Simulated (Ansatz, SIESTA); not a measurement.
An Ansatz (an electronic-structure program) input for a self-consistent single point of Na2S (Fm-3m, 3 atoms in the cell) (DFT, LDA (PW92), plane waves, default PAW files made with PBE):

Ansatz 0.2 input:
```yaml
# Na2S
crystal:
  lattice:
    - [0.000000, 3.249155, 3.249155]
    - [3.249155, 0.000000, 3.249155]
    - [3.249155, 3.249155, 0.000000]
  atoms:
    - { symbol: Na, position_ang: [1.624578, 1.624578, 1.624578] }
    - { symbol: Na, position_ang: [4.873733, 4.873733, 4.873733] }
    - { symbol: S, position_ang: [0.000000, 0.000000, 0.000000] }
kpoints:
  mp_grid: { grid: [5, 5, 5] }
hamiltonian:
  xc: lda
  pseudopotentials: { kind: paw }
scf:
  occupations: { method: fixed }
output:
  forces: true
  eigenvalues: true
  stress: true
```

Question: Translate this input to SIESTA.

Answer: One input that does it (others would too):

```
# files in the folder: Na.psml S.psml (PseudoDojo LDA standard)
SystemName  Na2S
SystemLabel na2s

NumberOfAtoms                3
NumberOfSpecies              2
%block ChemicalSpeciesLabel
  1 11 Na
  2 16 S
%endblock ChemicalSpeciesLabel
LatticeConstant              1.0 Ang
%block LatticeVectors
     0.000000000    3.249155000    3.249155000
     3.249155000    0.000000000    3.249155000
     3.249155000    3.249155000    0.000000000
%endblock LatticeVectors
AtomicCoordinatesFormat      Ang
%block AtomicCoordinatesAndAtomicSpecies
     1.624577500    1.624577500    1.624577500  1
     4.873732500    4.873732500    4.873732500  1
     0.000000000    0.000000000    0.000000000  2
%endblock AtomicCoordinatesAndAtomicSpecies

XC.functional                LDA
XC.authors                   PW92
PAO.BasisSize                DZP
PAO.EnergyShift              0.01 Ry
MeshCutoff                   400 Ry
%block kgrid.MonkhorstPack
    5   0   0  0.0
    0   5   0  0.0
    0   0   5  0.0
%endblock kgrid.MonkhorstPack
OccupationFunction           FD
ElectronicTemperature        10 K

MaxSCFIterations             150
SCF.Mixer.Method             Pulay
SCF.Mixer.Weight             0.1
SCF.Mixer.History            8
SCF.DM.Tolerance             1.0E-05
Diag.ParallelOverK           true
WriteForces                  true
Charge.Mulliken              end
```

Basis settings and potentials, where a program has them, do not carry over. This input uses DFT, LDA PW92, numerical atomic orbitals DZP, PseudoDojo LDA standard norm-conserving potentials (rewritten from UPF to PSML). LDA parametrisations can differ slightly between programs. Both were run: pressure -1.59 GPa in Ansatz and -2.49 in SIESTA; gap on the mesh 2.307 eV in Ansatz and 2.330 in SIESTA. Ansatz's pressure is the one without its finite-basis correction.

On Ansatz: the starting cell comes from a database of computed structures (which also holds hypothetical and non-ambient phases and stackings), without a prior relaxation at this level.

On SIESTA: the starting cell comes from a database of computed structures (which also holds hypothetical and non-ambient phases and stackings), without a prior relaxation at this level. Values carry the incompleteness of an atom-centred basis.
